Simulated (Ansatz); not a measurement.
We consider SrTiO3 (I4/mcm, No. 140, 10 atoms in the cell; start mp-4651), described by r²SCAN+rVV10 in Ansatz (PAW).

Run with plane-wave cutoff 560 eV, 10×10×10 k mesh, Fermi–Dirac smearing 0.01 eV, no spin polarisation, scalar-relativistic PAW data made under PBE.

Cell (relaxed at this level):

SrTiO3 is taken in the tetragonal space group I4/mcm (No. 140), Pearson symbol tI20. Conventional cell: a = b = 5.5031 Å, c = 7.8115 Å, α = β = γ = 90.00°. Sr on 4b has 12 O at 2.658–2.860 Å (cuboctahedral). Ti on 4c has 6 O at 1.951 Å (octahedral). O1 on 8h has 2 Ti at 1.951 Å and 2 Sr at 2.658 Å and 2 Sr at 2.860 Å (octahedral). O2 on 4a sees 2 Ti at 1.953 Å and 4 Sr at 2.752 Å (octahedral). (Neighbours: up to the widest gap in distance over summed covalent radii, below 1.35, at either atom; cation-cation and far metal-metal contacts left out.)
(The calculation used a cell of 10 atoms; values per cell refer to that cell.)

Task: Give the computed band gap.

Result: 
band gap: 2.34 eV (on the SCF k mesh)

Note: the relaxation could not lower the start's symmetry, so the cell can be a saddle point above a distorted one.

Spin–orbit coupling is not included.

Computed values are for the static lattice.

A start named mp-… is a Materials Project structure, which need not be a measured phase.

Ansatz is a program for electronic structure.
